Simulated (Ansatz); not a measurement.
The starting structures come from a database of crystals and need not be the phases stable at ambient conditions.

Tunnelling through a barrier is set by its complex band structure: the current falls as exp(−2κd) with the smallest κ.

Input:

```xyz
12
Lattice="5.0747 0.0000 0.0000 0.0000 5.2834 0.0000 0.0000 0.0000 5.1011" Properties=species:S:1:pos:R:3 pbc="T T T"
Zr     1.3522     0.1599     3.8210
Zr     3.7225     5.1235     1.2705
Zr     1.3522     2.4818     1.2705
Zr     3.7225     2.8016     3.8210
O      2.7236     1.2145     2.5548
O      2.3511     4.0689     0.0043
O      2.7236     1.4272     0.0043
O      2.3511     3.8562     2.5548
O      0.3418     1.9286     3.0918
O      4.7328     3.3548     0.5413
O      0.3418     0.7131     0.5413
O      4.7328     4.5703     3.0918
```

Space group of this cell: Pca2_1. The cell is taken as given.

Transport runs along the normal of the first two printed cell vectors.

The gap is the functional's own, uncorrected, and κ follows it; spin-orbit coupling is left out. Mid-gap values are interpolated between the computed energies.

Question: Give the band gap and the smallest decay constant κ at mid-gap that r2SCAN (Ansatz, a quantum-chemistry and plane-wave program) yields.

Answer: Gap 4.40 eV on a 6×6×6 mesh; κ = 0.419 1/Å, at the zone centre.
